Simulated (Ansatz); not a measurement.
CdTe under load (space group F-43m), r2SCAN with spin-orbit coupling, rigid bands run with Ansatz (an electronic-structure program). Condition of this run: hydrostatic pressure of 2 GPa (compression positive) (the target of the relaxation). Band gap 1.15 eV, N_c = 8.13e17 cm⁻³ and N_v = 1.70e19 cm⁻³ at 300 K, conductivity masses of 0.105 mₑ (electrons) and 0.501 mₑ (holes). Take k_BT = 0.02585 eV.

Q: What thermal injection velocity √(2k_BT/πm) limits a ballistic channel?

A: 1.66e7 cm/s for electrons and 7.60e6 cm/s for holes, a ratio of √(m_h/m_e) = 2.18, for dilute carriers.

Q: Find the intrinsic carrier density and the intrinsic Fermi level.

A: n_i = √(N_c N_v) exp(−E_g/2k_BT) = 3.72e18 × exp(−22.24) = 8.1e8 cm⁻³. The level lies (k_BT/2) ln(N_v/N_c) = 39 meV from mid-gap (positive towards the conduction band). Each 0.1 eV added to the gap lowers n_i by a factor of 6.9.

Q: A film of it is 8 nm thick. Estimate the confinement energies in an infinite well.

A: ħ²π²/(2m t²) = 0.376 eV·nm²/(m/mₑ × t²) gives 56.0 meV for electrons and 11.7 meV for holes, so the gap would widen to about 1.22 eV. Finite barriers and nonparabolic bands lower this, and with several valleys or bands the heaviest mass along the normal sets the lowest level, not this average.

Rigid bands with the computed gap; masses take one relaxation time for all states. Geometry: cell and atoms relaxed with PBEsol.
